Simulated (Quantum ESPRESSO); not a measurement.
Quantum ESPRESSO run on In₂Pt (Fm-3m, 3 atoms in the cell): self-consistent single point.

Method: rVV10, PseudoDojo standard norm-conserving (PBE) pseudopotentials (plane waves; Quantum ESPRESSO 7.5).

```xyz
3
Lattice="0.0000 3.1820 3.1820 3.1820 0.0000 3.1820 3.1820 3.1820 0.0000" Properties=species:S:1:pos:R:3 pbc="T T T"
Pt     0.0000     0.0000     0.0000
In     1.5910     1.5910     1.5910
In     4.7730     4.7730     4.7730
```

Reference input (self-consistent single point, DFT, PBEsol, plane waves, PseudoDojo standard norm-conserving (PBESOL) pseudopotentials): ecutwfc = 85 Ry; occupations = smearing; smearing = methfessel-paxton; degauss = 0.0073499 Ry; potentials = {Pt: Pt.upf, In: In.upf}; K_POINTS = automatic 7 7 7 0 0 0; conv_thr = 1e-10 Ry; mixing_beta = 0.3. This run's input differs from it in these lines:

```diff
@@ -16,2 +16,3 @@
  degauss = 0.0073499,
+ input_dft = 'rvv10',
 /
```

Its files differ too (potentials: PseudoDojo standard norm-conserving (PBE)).

Output (repeated stretches shortened):

```
     Self-consistent Calculation

     iteration #  1     ecut=    85.00 Ry     beta= 0.30

     Threshold (ethr) on eigenvalues was too large:
     Diagonalizing with lowered threshold

     total energy              =    -527.60055591 Ry
     estimated scf accuracy    <       0.06643485 Ry

     iteration #  2     ecut=    85.00 Ry     beta= 0.30

     total energy              =    -527.60114666 Ry
     estimated scf accuracy    <       0.01742600 Ry

     iteration #  3     ecut=    85.00 Ry     beta= 0.30

     total energy              =    -527.60093097 Ry
     estimated scf accuracy    <       0.00497727 Ry

   [... 8 blocks of this kind left out ...]

     iteration # 12     ecut=    85.00 Ry     beta= 0.30

     total energy              =    -527.60128732 Ry
     estimated scf accuracy    <          1.9E-10 Ry

     iteration # 13     ecut=    85.00 Ry     beta= 0.30
     End of self-consistent calculation

     the Fermi energy is    14.0163 ev

!    total energy              =    -527.60128732 Ry
     estimated scf accuracy    <          2.6E-12 Ry
     smearing contrib. (-TS)   =      -0.00001046 Ry
     internal energy E=F+TS    =    -527.60127686 Ry

     convergence has been achieved in  13 iterations

     Forces acting on atoms (cartesian axes, Ry/au):

     atom    1 type  1   force =     0.00000000    0.00000000    0.00000000
   [... zero for the other atoms too ...]

     Total force =     0.000000     Total SCF correction =     0.000000

          total   stress  (Ry/bohr**3)                   (kbar)     P=       82.71
   0.00056224  -0.00000000  -0.00000000           82.71       -0.00       -0.00
  -0.00000000   0.00056224   0.00000000           -0.00       82.71        0.00
  -0.00000000   0.00000000   0.00056224           -0.00        0.00       82.71

   JOB DONE.
```

The run converged in 13 iterations. Against the reference run the pressure goes from 0.78 to 8.27 GPa.

The starting cell comes from a database of published, mostly measured structures (it also holds non-ambient and calculated ones), without a prior relaxation at this level. Spin polarisation is off. With a pressure of about 8 GPa the cell is away from its equilibrium volume at this level.

Cost on one core of a shared machine: roughly 80 s.
